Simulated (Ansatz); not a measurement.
An Ansatz (a first-principles code) input (plane-wave PAW DFT at the PBEsol level (Ansatz, 420 eV), no SOC, earlier PAW set):

Ansatz 0.2 input:
```yaml
crystal:
  lattice:
    - [4.3124560831, 0, 0]
    - [-2.1562280416, 3.7346965207, 0]
    - [0, 0, 10.5835426287]
  atoms:
    - { symbol: Mg, position: [0, 0, 0.0002069632] }
    - { symbol: Mg, position: [0.3333333333, 0.6666666667, 0.68401286] }
    - { symbol: Mg, position: [0.6666666667, 0.3333333333, 0.3163891464] }
    - { symbol: Se, position: [0.3333333333, 0.6666666667, 0.9269374987] }
    - { symbol: Te, position: [0.6666666667, 0.3333333333, 0.5791887675] }
    - { symbol: Se, position: [0, 0, 0.2432647641] }
basis: { ecutwfc: 420, ecutrho_ratio: 4, xc_grid: 2, fft_grid_basis: typed }
kpoints: { mp_grid: { grid: [9, 9, 3] } }
hamiltonian:
  xc: pbesol
  dispersion: none
  pseudopotentials: { azcp: { folder: ./paw }, kind: paw }
scf: { occupations: { method: fermi_dirac, width: 0.05 }, convergence: { dr2_threshold: 0.0000000006 } }
output: { forces: true, stress: true }
checkpoint: { write: state.ck, write_every: 1000 }
```

Q: Which symmetry and how many k-points will the program report, and about how many plane waves at Γ?

A: Space group P3m1 (ITA 156) with 6 operations, k-points 31 of 243, and 3293 plane waves at Γ.

These are small ordered cells, not random alloys; other orderings at the same x differ. Whether these cells are dynamically stable was not tested. The cell was made from MgTe by this change: x(Se) = 0.667, 6 atoms, P3m1.
